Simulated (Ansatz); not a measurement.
Ansatz (an electronic-structure program) run on PtSe2 (P-3m1, 3 atoms in the cell): zone-centre phonon calculation.

Method: PBE (plane waves, PAW; Ansatz).

```
PtSe2
1.0
    1.85940    -3.22058     0.00000
    1.85940     3.22058     0.00000
    0.00000     0.00000     5.06476
Pt Se
1 2
Direct
  0.00000   0.00000   0.00000
  0.33333   0.66667   0.25500
  0.66667   0.33333   0.74500
```

Reference input (self-consistent single point, DFT, PBE, plane waves, default PAW files): basis.ecutwfc = 420 eV; kpoints.mp_grid.grid = 8 8 5; hamiltonian.xc = pbe; hamiltonian.pseudopotentials = {kind: paw} (the program's default PAW files); scf.occupations.method = fermi_dirac; scf.occupations.width = 0.01 eV. This run's input differs from it in these lines:

Ansatz 0.2 input:
```diff
@@ -11,3 +11,3 @@
 basis:
-  ecutwfc: 420.0 eV
+  ecutwfc: 355.0 eV
 kpoints:
@@ -19,6 +19,4 @@
   occupations: { method: fermi_dirac, width: 0.01 eV }
-output:
-  forces: true
-  eigenvalues: true
-  stress: true
+phonons:
+  method: dfpt
```

Output (repeated stretches shortened):

```
SCF iter   1: F=—  HF=-23462.259292 eV  |F-HF|=—  |Δ(HF+E_count)|=         —  Δρ=3.56e-3  dr2=6.88e-3  ethr=1.77e-3  ⟨swp⟩=6.2  Hψ=10874  notcnv=0
all-band conjugate gradients solve this SCF's bands
preconditioner: auto → LDOS
SCF iter   2: F=—  HF=-23462.260140 eV  |F-HF|=—  |Δ(HF+E_count)|=   8.48e-4  Δρ=8.94e-4  dr2=3.90e-4  ethr=1.38e-5  ⟨swp⟩=2.0  Hψ=4913  notcnv=0  defer=74
   [... lines left out ...]
SCF iter   6: F=—  HF=-23462.260155 eV  |F-HF|=—  |Δ(HF+E_count)|=   1.12e-8  Δρ=2.59e-6  dr2=4.02e-9  ethr=8.67e-11  ⟨swp⟩=2.0  Hψ=4662  notcnv=0  defer=74
SCF iter   7: F=—  HF=-23462.260155 eV  |F-HF|=—  |Δ(HF+E_count)|=   2.02e-9  Δρ=5.94e-7  dr2=3.06e-10  ethr=8.04e-12  ⟨swp⟩=3.0  Hψ=4820  notcnv=0  defer=74
SCF iter   8: F=—  HF=-23462.260155 eV  |F-HF|=—  |Δ(HF+E_count)|=  2.11e-10  Δρ=1.69e-7  dr2=1.70e-11  ethr=1.00e-12  ⟨swp⟩=2.0  Hψ=3647  notcnv=0  defer=74
SCF iter   9: F=-23462.260155 eV  HF=-23462.260155 eV  |F-HF|=0.00e0  |Δ(HF+E_count)|=  1.46e-11  Δρ=5.05e-8  dr2=2.34e-12  ethr=1.00e-12  ⟨swp⟩=7.4  Hψ=13223  notcnv=0
SCF 1 converged in 9 iterations: F = -23462.260155 eV  dr2 = 2.34e-12
DFPT response loops at Γ: preconditioner auto → Kerker (q_TF=auto, 2.642 Å⁻¹) (partly filled bands, converged f_vac=0.034) …
Free energy (F): -23462.260155 eV
Internal energy: -23462.259442 eV  (E = F + TS)
E sigma→0 (E₀):  -23462.259799 eV
Entropy (-TS):   -0.000713 eV (-0.238 meV/atom)
Fermi energy:    13.414707 eV
--- Phonons (Γ-DFPT): 4 representative perturbations + reference, on 93 of 320 k-points (Σ response iterations 13) ---
  k mesh reduced under 2 symmetry operations, with k and −k counted as one. Each operation leaves every solved perturbation unchanged …
  ASR residual: 1.197e-4 → 0.000e0 eV/Å²; symmetrization residual: 4.067e-5 eV/Å²
  ASR residual per site (eV/Å²): 1.20e-4 6.21e-5 6.21e-5
  Γ frequencies (cm⁻¹): 0.00 0.00 0.00 165.38 165.38 187.96 219.78 219.78 223.49
  non-analytic LO–TO correction: not included (Born effective charges unavailable; polar crystals: no LO–TO splitting at Γ)
```

The run converged in 9 iterations. 

Summary of the result:
| Item | Value |
|---|---|
| Free energy E − TS (on the zero of these files) | -23462.2602 eV |
| Fermi level (on the code's own zero) | 13.41 eV |
| Zone-centre frequencies (cm⁻¹; negative means imaginary) | 0, 0, 0, 165, 165, 188, 220, 220, 223 |

The starting cell has typed, rounded lattice constants, without a prior relaxation at this level. Its lattice was rescaled by up to half a per cent. Spin-orbit coupling is off. Spin polarisation is off. The cutoff lies below the one recommended for these files.

Cost on one core of a shared machine: roughly 40 s.
